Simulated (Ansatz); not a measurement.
**Response to strain in ZnS**

The reference is ZnS in the zinc blende structure (space group F-43m, No. 216; a = 5.297 Å). Axes: x, y, z lie along the cube axes.

Strains are applied to the cell and any free atomic positions relax; under biaxial strain the out-of-plane vector relaxes too.

Calculations: LDA, PAW, 420 eV (Ansatz, a first-principles code; no spin-orbit coupling).

Notes on the quantities. energy relative to the base: free energy F.

| biaxial strain, plane normal [001], relaxed out of plane (%) | energy relative to the base (meV/atom) |
|---|---|
| -3 | 11.2 |
| -2.5 | 7.7 |
| -2 | 4.9 |
| -1.5 | 2.7 |
| -1 | ? |
| -0.5 | 0.3 |
| 0 | 0.0 |

### Question
Fit ΔE = Aε² + Bε³ (ε in %) to the rows shown and predict the withheld row.

### Answer
Least squares on the printed values gives A = 1.17 and B = -0.024 meV/atom (largest residual 0.0 meV/atom); this predicts 1.2 meV/atom, and the run gives 1.2 meV/atom, in agreement.

Whether these cells are dynamically stable was not tested.
